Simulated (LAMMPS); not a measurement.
LAMMPS 22 Jul 2025, classical MD, AIREBO (CH.airebo): a series of growing systems, each on 32 ranks.

- task = MD, nve
- potential = AIREBO, CH.airebo
- shape (slab and sphere leave vacuum in the box) = bulk
- temperature = 300 K
- steps = 200
- timestep = 0.5 fs
- neighbor skin = 2 Å
- neigh_modify = every 1 delay 0 check yes
- thermo = 100
- newton = on (default)
- atom_modify sort (bins of 2 Å where set) = 1000 (default)
- comm_style = brick (default)

Hardware: Arm Neoverse V2, 96 cores on 1 socket, no SMT, 1 L3 cache group.

Times are wall-clock medians of two to five runs, from launch to exit, with nothing else on the machine. Unless noted, each process is bound to its own block of adjacent cores. The times hold for this build (PyPI wheel: MPICH, OPENMP and OPT packages). Scratch files lie in a memory file system. A preparatory run goes ahead and isn't timed.

Measured:

| system | replicate | neighbour list builds | wall time | peak memory |
|---|---|---|---|---|
| C, 512 atoms | 4×4×4 | 0 | 0.42 s | 0.50 GiB |
| C, 1728 atoms | 6×6×6 | 0 | 0.69 s | 0.51 GiB |

Still to run:

| system | replicate |
|---|---|
| C, 8000 atoms | 10×10×10 |
| C, 32768 atoms | 16×16×16 |
| C, 110592 atoms | 24×24×24 |

Problem. How long do the larger ones take, and how steeply does the time grow?

Solution. The two largest measured give a power of ln(0.69/0.42) / ln(1728/512) = 0.41 in the count of atoms; the table sets what it predicts beside the runs.

| system | time by that power | neighbour list builds | wall time | peak memory |
|---|---|---|---|---|
| C, 8000 atoms | 1.3 s | 0 | 1.9 s | 0.57 GiB |
| C, 32768 atoms | 2.3 s | 0 | 6.5 s | 0.75 GiB |
| C, 110592 atoms | 3.8 s | 0 | 20 s | 1.3 GiB |

From the smallest system to the largest the time grows as the power 0.7 of the count of atoms; from step to step the powers are 0.4, 0.7, 0.9, 0.9. In the smallest, launch, exit and the like take 0.20 s of the 0.42 s.
